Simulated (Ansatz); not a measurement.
System: interstitial Ti in monoclinic ZrO2 (charge state +4). Level of theory: PBE, PAW (plane waves to 420 eV; Ansatz, a program for electronic structure).

Cell of 96 host sites held at the relaxed PBE lattice; the Γ point alone; Fermi-Dirac width 0.01 eV, spin-restricted; finite-size errors left in. Energies are static. The charge state is imposed; whether it is stable for some Fermi level was not computed. Sites that were not tried may lie lower.

Barriers: single points on a 2×2×2 k-point mesh shifted by half a step at the bands' geometries.

Relaxed starting cell (atoms counted from 1):

```
CELL_PARAMETERS angstrom
     10.37868     0.00000     0.00000
      0.00000    10.48354     0.00000
     -1.80708     0.00000    10.60481
ATOMIC_POSITIONS crystal
  Zr 0.13246 0.22309 0.35529
  Zr 0.13714 0.22803 0.85607
  Zr 0.12965 0.73281 0.35797
  Zr 0.13845 0.73206 0.85592
  Zr 0.63752 0.22972 0.35409
  Zr 0.63759 0.22802 0.85376
  Zr 0.64847 0.74047 0.35509
  Zr 0.63980 0.73133 0.84895
  Zr 0.35284 0.26059 0.14659
  Zr 0.35836 0.26394 0.65631
  Zr 0.35737 0.78501 0.13956
  Zr 0.36350 0.77212 0.64584
  Zr 0.86345 0.26997 0.14557
  Zr 0.86185 0.26868 0.64366
  Zr 0.86627 0.77395 0.14356
  Zr 0.86115 0.77469 0.64537
  Zr 0.33567 0.46706 0.42849
  Zr 0.36195 0.48382 0.89518
  Zr 0.36373 0.97717 0.39763
  Zr 0.36406 0.97872 0.89289
  Zr 0.86126 0.47932 0.39285
  Zr 0.86760 0.47868 0.88601
  Zr 0.86046 0.98312 0.39654
  Zr 0.86084 0.97927 0.89413
  Zr 0.13474 0.02143 0.10303
  Zr 0.13699 0.01987 0.60561
  Zr 0.13450 0.51627 0.10187
  Zr 0.12773 0.52172 0.61470
  Zr 0.63867 0.02486 0.10316
  Zr 0.63631 0.02438 0.60496
  Zr 0.66599 0.52105 0.08748
  Zr 0.64234 0.51933 0.60319
  O  0.03225 0.08077 0.42343
  O  0.03142 0.08670 0.92536
  O  0.03537 0.58179 0.42528
  O  0.04019 0.58046 0.92111
  O  0.52882 0.09446 0.42555
  O  0.53282 0.08756 0.92592
  O  0.53567 0.57780 0.40577
  O  0.54011 0.58633 0.92409
  O  0.46860 0.42882 0.09048
  O  0.46416 0.40797 0.57684
  O  0.46962 0.91334 0.07278
  O  0.46878 0.91262 0.57305
  O  0.96452 0.41647 0.07539
  O  0.95850 0.41987 0.57950
  O  0.96743 0.91522 0.07674
  O  0.96527 0.91571 0.57607
  O  0.46443 0.35671 0.31908
  O  0.46701 0.33722 0.83271
  O  0.47123 0.83657 0.32172
  O  0.46896 0.83643 0.82218
  O  0.96190 0.33169 0.32860
  O  0.96738 0.33333 0.82519
  O  0.96535 0.83322 0.32943
  O  0.96552 0.83565 0.82764
  O  0.03115 0.16318 0.17499
  O  0.03484 0.16542 0.67362
  O  0.04738 0.66732 0.17653
  O  0.03202 0.66878 0.67578
  O  0.52886 0.16839 0.17440
  O  0.52986 0.16179 0.67906
  O  0.53980 0.66077 0.17116
  O  0.53226 0.66068 0.66725
  O  0.21039 0.36079 0.50344
  O  0.23205 0.37093 0.99494
  O  0.22651 0.86880 0.48919
  O  0.22508 0.87593 0.98826
  O  0.72219 0.37250 0.48420
  O  0.72921 0.37407 0.98309
  O  0.72435 0.87608 0.48805
  O  0.72529 0.87208 0.98853
  O  0.27325 0.12682 0.01104
  O  0.27428 0.12557 0.51256
  O  0.27809 0.63314 0.01422
  O  0.27196 0.62436 0.51363
  O  0.77374 0.13049 0.01169
  O  0.77330 0.12925 0.50937
  O  0.78869 0.63346 0.00367
  O  0.77100 0.63227 0.50712
  O  0.27390 0.12030 0.26069
  O  0.27440 0.12166 0.76380
  O  0.30347 0.60224 0.25747
  O  0.27502 0.62288 0.76385
  O  0.77055 0.12442 0.26112
  O  0.77376 0.12200 0.76021
  O  0.77999 0.62447 0.25450
  O  0.77504 0.62053 0.75571
  O  0.21809 0.37374 0.24743
  O  0.22455 0.38080 0.74638
  O  0.22656 0.87501 0.23933
  O  0.22647 0.87888 0.73912
  O  0.72274 0.38364 0.23355
  O  0.72492 0.37857 0.73414
  O  0.72817 0.87964 0.23790
  O  0.72428 0.87931 0.73692
  Ti 0.46178 0.52575 0.23905
```
Cell charge +4.

End state 1 differs by these moves (Å; atoms that move under 0.15 Å are left out):

```tsv
atom	element	Δx	Δy	Δz
4	Zr	-0.13	-0.03	0.10
7	Zr	0.21	-0.11	-0.18
9	Zr	0.12	0.12	-0.04
10	Zr	0.07	0.10	-0.09
11	Zr	0.04	-0.19	0.06
12	Zr	-0.35	0.12	0.35
17	Zr	0.29	-0.02	-0.41
19	Zr	-0.11	0.13	-0.01
20	Zr	-0.09	0.08	0.14
31	Zr	-0.29	-0.02	0.12
39	O	0.01	0.13	0.17
41	O	0.03	-0.15	-0.19
44	O	-0.04	-0.20	-0.04
49	O	0.04	-0.20	0.04
51	O	-0.06	-0.16	0.20
64	O	0.05	0.13	-0.12
65	O	0.19	0.15	-0.15
67	O	-0.10	0.08	0.09
76	O	0.34	0.25	-0.06
79	O	-0.15	-0.04	0.02
83	O	-0.28	0.16	0.07
92	O	-0.19	0.11	0.15
97	Ti	-0.45	2.09	2.65
```

Q: What is the computed forward and backward barriers to end state 1 (PBE, PAW)?

A: forward 2.78 eV, backward 2.78 eV; at the saddle point atom 97 has neighbours O at 1.74, O at 1.80, O at 1.81, O at 1.82 Å. The program found a first-order saddle point.

End state 2 differs by these moves (Å; atoms that move under 0.08 Å are left out):

```csv
atom,element,Δx,Δy,Δz
3,Zr,0.07,-0.02,-0.04
5,Zr,0.03,-0.15,0.07
8,Zr,0.02,0.06,-0.05
10,Zr,0.02,0.06,-0.05
11,Zr,0.03,-0.15,0.07
13,Zr,0.07,-0.02,-0.04
17,Zr,0.00,0.13,-0.17
21,Zr,0.03,0.05,0.06
27,Zr,0.03,0.05,0.06
31,Zr,0.00,0.13,-0.17
39,O,-0.06,-0.06,0.04
40,O,-0.05,0.07,-0.01
41,O,-0.06,-0.06,0.04
42,O,-0.05,0.07,-0.01
49,O,-0.07,-0.18,0.11
53,O,-0.09,0.02,-0.05
59,O,-0.09,0.02,-0.05
63,O,-0.07,-0.18,0.11
65,O,0.01,0.07,-0.07
79,O,0.01,0.07,-0.07
83,O,-0.30,0.16,0.10
93,O,-0.30,0.16,0.10
97,Ti,0.75,-0.53,0.23
```

Q: Estimate the forward and backward barriers to end state 2 that PBE, PAW returns for this input.

A: forward 0.33 eV, backward 0.33 eV; at the saddle point atom 97 has neighbours 2 O at 1.90, 2 O at 1.91, O at 2.11, O at 2.12 Å. The program found a first-order saddle point.
